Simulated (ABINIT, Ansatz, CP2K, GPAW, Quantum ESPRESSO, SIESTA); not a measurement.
PW (Pnma, 8 atoms in the cell) computed with different codes at matched settings

Self-consistent single point.

```
CELL_PARAMETERS angstrom
      5.74171     0.00000     0.00000
      0.00000     3.27062     0.00000
      0.00000     0.00000     6.20331
ATOMIC_POSITIONS crystal
  P  0.31438 0.75000 0.56784
  P  0.68562 0.25000 0.43216
  P  0.18562 0.25000 0.06784
  P  0.81438 0.75000 0.93216
  W  0.98629 0.75000 0.31278
  W  0.01371 0.25000 0.68722
  W  0.51371 0.25000 0.81278
  W  0.48629 0.75000 0.18722
```

All programs got the same cell, k-point mesh and kind of occupations (in Ansatz's words: kpoints.mp_grid.grid = 3 6 3; scf.occupations.method = gaussian; scf.occupations.width = 0.136 eV); potentials, basis and cutoffs are each program's usual ones.

```tsv
code	model	pressure (GPa)	largest force (eV/Å)	k-points	cutoff
Quantum ESPRESSO	PBEsol, PseudoDojo standard norm-conserving (PBESOL) pseudopotentials	-3.59	0.130	16	75 Ry
SIESTA	GGA PBEsol, numerical atomic orbitals DZP, PseudoDojo PBEsol standard norm-conserving potentials (rewritten from UPF to PSML)	-2.75	0.175	29	grid 350 Ry
GPAW	PBEsol, GPAW PAW datasets PBEsol (made by gpaw-setup)	-3.49	0.120	16	600 eV
CP2K	PBEsol, GPW, DZVP-MOLOPT-SR-GTH basis, GTH-PBE potentials (GTH_POTENTIALS)	-2.81	0.074	28	grid 500 Ry
Ansatz	PBEsol, PAW files made with PBE	-3.67	0.127	16	default
ABINIT	PBEsol, norm-conserving pseudopotentials (PseudoDojo nc-sr-04 PBEsol standard)	-3.59	0.130	16	37 Ha
```

Size of the force on each atom (eV/Å): Sizes of forces hide their directions.

| code | P1 | P2 | P3 | P4 | W5 | W6 | W7 | W8 |
|---|---|---|---|---|---|---|---|---|
| Quantum ESPRESSO | 0.043 | 0.043 | 0.043 | 0.043 | 0.130 | 0.130 | 0.130 | 0.130 |
| SIESTA | 0.031 | 0.031 | 0.031 | 0.031 | 0.175 | 0.175 | 0.175 | 0.175 |
| GPAW | 0.049 | 0.049 | 0.049 | 0.049 | 0.120 | 0.120 | 0.120 | 0.120 |
| CP2K | 0.021 | 0.021 | 0.021 | 0.021 | 0.074 | 0.074 | 0.074 | 0.074 |
| Ansatz | 0.045 | 0.045 | 0.045 | 0.045 | 0.127 | 0.127 | 0.127 | 0.127 |
| ABINIT | 0.043 | 0.043 | 0.043 | 0.043 | 0.130 | 0.130 | 0.130 | 0.130 |

The spread over the programs that give each value: pressure within 0.92 GPa; largest force within 0.101 eV/Å.

The starting cell comes from a database of computed structures (which also holds hypothetical and non-ambient phases and stackings), without a prior relaxation at this level. On Ansatz's run: Spin-orbit coupling is off. Spin polarisation is off. In the base run, with a pressure of about -4 GPa the cell is away from its equilibrium volume at this level. Without a gap this mesh is coarse (it stands for a supercell whose shortest vector is 17 Å).

Question: Why do the programs differ, and what cannot be compared?

Answer: Differences of this kind can come from the potentials, where these differ, and from what each basis and cutoff leave unconverged. The zero of total energies and Fermi levels follows the potentials and each program's conventions, so they are not compared here. SIESTA and CP2K use small atom-centred bases, whose incompleteness enters pressures, forces and empty levels differently from a plane-wave cutoff. Ansatz's pressure is given at a fixed set of plane waves, as the other plane-wave codes print theirs; with its correction for the finite basis it is -3.62 GPa. The programs reduce the same mesh by symmetry to different extents, which changes the work and not the result.

The shared mesh is coarse (it stands for a supercell whose shortest vector is 17 Å), so the values are not converged in it.

Left out of this page: Elk and FLEUR (not drawn, or without a comparable value).

Ansatz is a first-principles code.

Keys are those of Ansatz 0.2.
